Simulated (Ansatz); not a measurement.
Ni interstitial in beta Si3N4 (the name describes the start): one set of geometries, relaxed with PBE, evaluated in Ansatz (PAW, plane waves to 420 eV, 500 eV under r2SCAN) with PBE, r2SCAN.

Cell and caveats: 84-site cell; 2×2×2 shifted k-points; start: void with 6N6Si nearest; charged states image-corrected; no Hubbard U; energies good to tenths of an eV; relaxed from one start, so a lower configuration may exist; flagged in the runs: a doubtful potential alignment, a host whose relaxation on this sampling wasn't shown to rest.

```json
[
 {"quantity": "host gap (eV)", "PBE": "4.25", "r2SCAN": "___"},
 {"quantity": "ε(+1/0) above the VBM (eV)", "PBE": "1.80", "r2SCAN": "___"},
 {"quantity": "ε(0/−1) above the VBM (eV)", "PBE": "4.14", "r2SCAN": "___"},
 {"quantity": "largest moment on one atom at charge +1 (μB)", "PBE": "0.85", "r2SCAN": "___"},
 {"quantity": "neutral formation energy against fcc Ni, ferromagnetic (eV)", "PBE": "3.67", "r2SCAN": "___"},
 {"quantity": "largest moment on one atom at charge −1 (μB)", "PBE": "0.20", "r2SCAN": "___"}
]
```

### Question
Given the lower rungs, what does r2SCAN give?

### Answer

- host gap (eV), r2SCAN: 4.90
- ε(+1/0) above the VBM (eV), r2SCAN: 2.48
- ε(0/−1) above the VBM (eV), r2SCAN: 4.60
- largest moment on one atom at charge +1 (μB), r2SCAN: 0.91
- neutral formation energy against fcc Ni, ferromagnetic (eV), r2SCAN: 3.83
- largest moment on one atom at charge −1 (μB), r2SCAN: 0.20

Ansatz is a quantum-chemistry and plane-wave program.
